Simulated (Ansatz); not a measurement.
Functionals compared on the (110) surface of fcc Rh in its 1x1 cell, outermost plane spacing 1.35 Å in the ideal cut, in Ansatz (plane waves, PAW). The structure was relaxed with PBE; the other rows are single points on it, each with its references at the same level. Cutoff 420 eV (500 eV for r2SCAN).

Model: 9-atom slab, 10.8 Å thick at the start, 14x10x1 mesh, Fermi-Dirac 0.1 eV, dipole correction, all atoms relaxed; start symmetry kept, larger cells not searched; no spin, no spin-orbit, no U. These notes are the PBE run's.

```json
[
 {"functional": "PBE", "surface energy (J/m²)": "2.42", "work function of the top face (eV)": "4.55", "rough cost of the single point": "–"},
 {"functional": "LDA", "surface energy (J/m²)": "3.06", "work function of the top face (eV)": "4.94", "rough cost of the single point": "roughly 110 core-seconds"},
 {"functional": "PBEsol", "surface energy (J/m²)": "2.85", "work function of the top face (eV)": "4.66", "rough cost of the single point": "about 2.2 core-minutes (a rough figure)"},
 {"functional": "RPBE", "surface energy (J/m²)": "___", "work function of the top face (eV)": "___", "rough cost of the single point": "about 110 core-seconds (a rough figure)"},
 {"functional": "r2SCAN", "surface energy (J/m²)": "2.64", "work function of the top face (eV)": "4.50", "rough cost of the single point": "roughly 2.8 core-minutes"}
]
```

**Question.** Fill in the missing entries.

**Answer.** 
- RPBE, surface energy (J/m²): 2.14
- RPBE, work function of the top face (eV): 4.37

Ansatz is an electronic-structure program.
